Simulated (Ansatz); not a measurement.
# GaAs: As → P

Start from GaAs in the zinc blende structure (space group F-43m, No. 216; a = 5.746 Å).

One thing is altered: full substitution As → P, then cell and atoms are relaxed.

The values are results of PBE, PAW, 420 eV (Ansatz, a quantum-chemistry and plane-wave program; no spin-orbit coupling), not measurements. Γ-centred 10×10×10 mesh, Fermi–Dirac width 0.05 eV.

- Volume per atom = 20.87 Å³ (base 23.71 Å³)
- Lattice parameter a = 5.506 Å (base 5.746 Å)
- Space group = F-43m (No. 216) (base F-43m (No. 216))
- Shortest interatomic distance = 2.384 Å (base 2.488 Å)
- Band gap = 1.58 eV (base 0.16 eV)
- Gap character = direct at Γ (base direct at Γ)
- Width of the top valence band = 3.27 eV (base 3.12 eV)
- Electron mass = 0.10 mₑ (at Γ)
- Hole mass (degenerate bands, along [100]) = 0.098, 0.40, 0.40 mₑ (at Γ)

Masses are band curvatures over ±0.01 Å⁻¹ around the edge. Stability against distortions was not tested. The real GaP has an indirect gap at ambient pressure; PBE orders its close-lying valleys differently. A zero or small gap of GaAs can be the functional's error rather than a property of the material.
